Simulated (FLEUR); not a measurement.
# Equation of state of zinc-blende BAs (space group 216): energy against volume (FLEUR, LDA)

```xyz
2
Lattice="0.0000 2.2970 2.2970 2.2970 0.0000 2.2970 2.2970 2.2970 0.0000" Properties=species:S:1:pos:R:3 pbc="T T T"
B      0.0000     0.0000     0.0000
As     3.4456     3.4456     3.4456
```

Method: LDA (Vosko-Wilk-Nusair), all-electron FLAPW (FLEUR), scalar-relativistic valence run with FLEUR. Settings: Kmax = 5.36 1/bohr; GmaxXC = 21.4 1/bohr; xcFunctional = vwn; jspins = 1; l_soc = F; mode = hist; fermiSmearingEnergy = 0.00036749 Htr; mesh (inpgen div1-3) = 12 12 12; inpgen gamma flag = true; Gmax = 21.4 1/bohr; numbands = 0; maxIterBroyd = 15; imix = Anderson; alpha = 0.05; precondParam = 0; minDistance = 1e-05 me/bohr^3. The cell above is the first row's. The rows scale it uniformly. In all rows fractional positions and the k mesh are held. E is the free energy at the stated smearing, counted from the lowest row.

```csv
V (Å^3/atom),E (meV/atom)
12.120,?
12.384,35.74
12.647,18.05
12.911,6.58
13.174,0.75
13.438,0.00
13.701,3.87
13.965,11.88
14.228,23.67
```

### Question
Fit E against V with the third-order Birch-Murnaghan form, a cubic in V^(-2/3), and predict the withheld value at V = 12.120.

### Answer
With u = V^(-2/3) - 0.178, the rows have u = 0.008821, 0.006222, 0.003702, 0.001276, -0.001080, -0.003351, -0.005559, -0.007691. Least squares gives E = -0.254 + 230.39·u + 435286·u² + 127576·u³. Residuals (row less fit): 0.005, -0.012, 0.009, 0.001, -0.005, 0.013, -0.015, 0.006; standard error 0.013 (degrees of freedom: 4). Its minimum lies at u = -0.000265, so V0 = (0.177735)^(-3/2) = 13.35. There d²E/du² = 870400 and d³E/du³ = 765500, so B0 = (4/9) × 13.35^(-7/3) × 870400 × 0.160218 = 147 GPa (the last factor turns the table's units into GPa), and B0' = 4 + (2/3) × 0.177735 × (765500)/870400 = 4.1. At the withheld row, u = 0.011524, so E = -0.254 + 230.39 × 0.011524 + 435286 × 0.011524² + 127576 × 0.011524³ = 60.403 meV/atom. The calculation gives 60.34 meV/atom, 0.063 meV/atom below the prediction (0.1 % of the range of E in the table). The row lies outside the fitted rows, so this is an extrapolation. From the scatter of the fitted rows alone, a prediction at this place has a standard error of 0.039 meV/atom, so the miss is 1.6 times that.

Carrying the step between the two nearest rows on in a straight line would have given 53.50, off by 6.84; series whose last step already gives the withheld value aren't shown. The scan was laid around a cell of about the measured size, scaled by a guess for this functional. The runs keep the symmetry of the cell, so they don't test it for distortions. Values depend on the basis (sphere radii, cutoffs, local orbitals), which need not be converged. Cutoffs and mesh are single choices, not tested for convergence of this quantity. Series with a scatter that would blur these digits, or in which a gap closes, are not shown. Nor are scans whose minimum lies at an end fitted in this form.
